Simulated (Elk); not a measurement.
Band structure of Si2Mo (I4/mmm, 3 atoms in the cell).

```
CELL_PARAMETERS angstrom
     -1.61495     1.61495     3.93936
      1.61495    -1.61495     3.93936
      1.61495     1.61495    -3.93936
ATOMIC_POSITIONS crystal
  Si 0.66457 0.66457 0.00000
  Si 0.33543 0.33543 0.00000
  Mo 0.00000 0.00000 0.00000
```

Level of theory: PBE, all-electron FP-LAPW, Elk's shipped species files, APW+lo basis with extra local orbitals in Elk.

Settings: xctype = 20; rgkmax = 7.5; stype = 0; swidth = 0.00999582 Ha; ngridk = 14 14 14; gmaxvr = 14 1/bohr; nxlo = 2; lorbcnd = true; rmtscf = 0.97; lmaxi = 3.

The starting cell comes from a database of computed structures (which also holds hypothetical and non-ambient phases and stackings), without a prior relaxation at this level. Its lattice was rescaled by a random factor within 2.5 % of one. Spin polarisation is off. Values depend on the basis (sphere radii, cutoffs, local orbitals), which need not be converged.

Levels in eV from the Fermi level, bands 8 to 15:
| point | 8 | 9 | 10 | 11 | 12 | 13 | 14 | 15 |
|---|---|---|---|---|---|---|---|---|
| Γ | -2.95 | -2.55 | -2.55 | 0.35 | 3.03 | 3.29 | 3.42 | 3.42 |
| X | -5.18 | -4.34 | -2.93 | -1.22 | 2.23 | 2.65 | 3.13 | 3.34 |
| Y | -4.35 | -3.75 | -2.81 | -1.79 | 1.73 | 2.04 | 2.53 | 4.81 |
| S | -2.71 | -2.44 | -2.17 | -0.38 | 1.52 | 3.00 | 3.61 | 4.40 |
| Z | -2.11 | -0.55 | -0.55 | -0.48 | -0.48 | 0.47 | 4.74 | 4.92 |
| S1 | -2.71 | -2.44 | -2.17 | -0.38 | 1.52 | 3.00 | 3.61 | 4.40 |
| N | -4.42 | -2.53 | -2.47 | -0.48 | 2.18 | 3.07 | 3.93 | 4.18 |
| P | -6.10 | -2.67 | -2.03 | -2.03 | 0.29 | 2.23 | 4.00 | 4.00 |
| Y1 | -4.35 | -3.75 | -2.81 | -1.79 | 1.73 | 2.04 | 2.53 | 4.81 |

Bands cross the Fermi level along this path, so the cell is metallic at this level.
